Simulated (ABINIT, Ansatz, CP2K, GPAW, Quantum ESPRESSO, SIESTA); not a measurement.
**Code comparison for Ca (Fm-3m, 1 atom in the cell)**

Self-consistent single point.

```
Ca
1.0
    0.00000     2.85282     2.85282
    2.85282     0.00000     2.85282
    2.85282     2.85282     0.00000
Ca
1
Direct
  0.00000   0.00000   0.00000
```

Shared settings, as Ansatz (an electronic-structure program) writes them: kpoints.mp_grid.grid = 10 10 10; scf.occupations.method = gaussian; scf.occupations.width = 0.272 eV. Potentials and cutoffs stand in the table.

```csv
code,model,pressure (GPa),cutoff
ABINIT,"PBEsol, PAW (JTH v2.0 PBE PAW, files made for PBE)",-2.00,40 Ry
GPAW,"PBEsol, GPAW PAW datasets PBEsol (made by gpaw-setup)",-1.90,600 eV
Quantum ESPRESSO,"PBEsol, GBRV 1.5 ultrasoft (PBESOL) pseudopotentials",-1.94,40 Ry
CP2K,"PBEsol, GPW, DZVP-MOLOPT-SR-GTH basis, GTH-PBE potentials (GTH_POTENTIALS)",-1.21,grid 500 Ry
SIESTA,"GGA PBEsol, numerical atomic orbitals TZP, PseudoDojo PBEsol standard norm-conserving potentials (rewritten from UPF to PSML)",1.19,grid 400 Ry
Ansatz,"PBEsol, default PAW files made with PBE",-1.94,420 eV
```

The spread over the programs that give each value: pressure within 3.19 GPa.

CP2K and SIESTA use small atom-centred bases, whose incompleteness enters pressures, forces and empty levels differently from a plane-wave cutoff. Ansatz's pressure is given at a fixed set of plane waves, as the other plane-wave codes print theirs. In the pressure, SIESTA (by 3.13) lies more than 1 GPa from the median of the plane-wave programs.

The starting cell comes from a database of computed structures (which also holds hypothetical and non-ambient phases and stackings), without a prior relaxation at this level. Its lattice was rescaled by a random factor within 2.5 % of one.

Left out of this page: Elk and FLEUR (not drawn, or without a comparable value).

Keys are those of Ansatz 0.2.
